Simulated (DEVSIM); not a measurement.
Device: Cr/SiO2/p-Si capacitor, at 300 K.

Layer 1 from the left is SiO2, thickness (nm) 2.00. Layer 2 from the left is Si, thickness (nm) 1900, Na (cm⁻³) 8.8e16.

Metal gate on the left, work function 4.5 eV. Fixed charge at the semiconductor interface 0 cm⁻² (in units of +e); no interface traps.

This is a model device: material constants are rounded textbook-type values typed into the input, and sizes, dopings and lifetimes were drawn at random. Values at 300 K.

SiO2: gap (eV) 9, affinity (eV) 0.9, permittivity 3.9. Si: gap (eV) 1.124, affinity (eV) 4.05, permittivity 11.7, Nc (cm⁻³) 2.86e19, Nv (cm⁻³) 3.1e19.

Simulated with DEVSIM: 1D Poisson equation in equilibrium, Boltzmann statistics, complete ionisation; no quantum confinement or tunnelling. Metal contacts follow the ideal Schottky-Mott rule: no Fermi-level pinning, no interface dipoles.

**Question.** What does the simulation give for the flat-band voltage, the minimum of the low-frequency capacitance, the threshold voltage (band bending 2φF)?

**Answer.** flat-band voltage -0.52 V; minimum of the low-frequency capacitance 0.0991 μF/cm²; threshold voltage (band bending 2φF) 0.39 V.
